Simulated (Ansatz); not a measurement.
The parent structure is AlN in the wurtzite structure (space group P6_3mc, No. 186; a = 3.107 Å, c = 4.978 Å). Axes: x lies along a and z along c of the hexagonal cell.

Level of theory: Ansatz (a program for electronic structure), r2SCAN, PAW, cutoff 500 eV, spin-orbit coupling left out.

One thing is altered: the cell is scaled by 1.0231 in all directions, atoms relaxed at fixed cell.

Task: Predict the stress tensor and what it implies for the stiffness.

Result: Stress of the strained cell less that of the base (GPa, compression positive):
```
 -13.02    0.00    0.00
   0.00  -13.02    0.00
   0.00    0.00  -11.95
```

Then B = −ΔP/(ΔV/V₀) with ΔV/V₀ = 0.0709 gives secant stiffness values (nonlinear terms included at this strain): B (at held cell shape, above the free-shape value) ≈ 179 GPa.

As a check, the harmonic strain energy −½ V₀ Δσ:ε is 28 meV/atom; the computed energy rise is 31 meV/atom.

Whether these cells are dynamically stable was not tested.
